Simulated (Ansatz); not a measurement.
Start from BP in the zinc blende structure (space group F-43m, No. 216; a = 4.491 Å). Axes: x, y, z lie along the cube axes.

Method: LDA, PAW, 420 eV (Ansatz, a program for electronic structure; no SOC).

Strains are applied to the cell and any free atomic positions relax.

One change was made to it. Results:

```csv
quantity,base,after
energy relative to the base (free energy F),0 meV/atom,+11 meV/atom
band gap,1.14 eV,0.73 eV
smallest direct gap,3.43 eV,2.90 eV
shortest interatomic distance,1.944 Å,1.928 Å
"valence-band top at Γ (three highest levels, from the VBM)","0.00, 0.00, 0.00 eV","0.00, -0.22, -0.37 eV"
```

Problem. Name the change that was made.
A. tensor shear ε_xy = +1.71 %
B. tensor shear ε_xy = +0.86 %
C. tensor shear ε_xy = +1.14 %
D. tensor shear ε_xy = +0.57 %
E. tensor shear ε_xy = +2.00 %

Solution. E, tensor shear ε_xy = +2.00 %. For comparison, the band gap in the other runs: tensor shear ε_xy = +0.57 % gives 1.09 eV; tensor shear ε_xy = +0.86 % gives 1.03 eV; tensor shear ε_xy = +1.71 % gives 0.82 eV; tensor shear ε_xy = +1.14 % gives 0.97 eV.

No phonon test of stability was made.
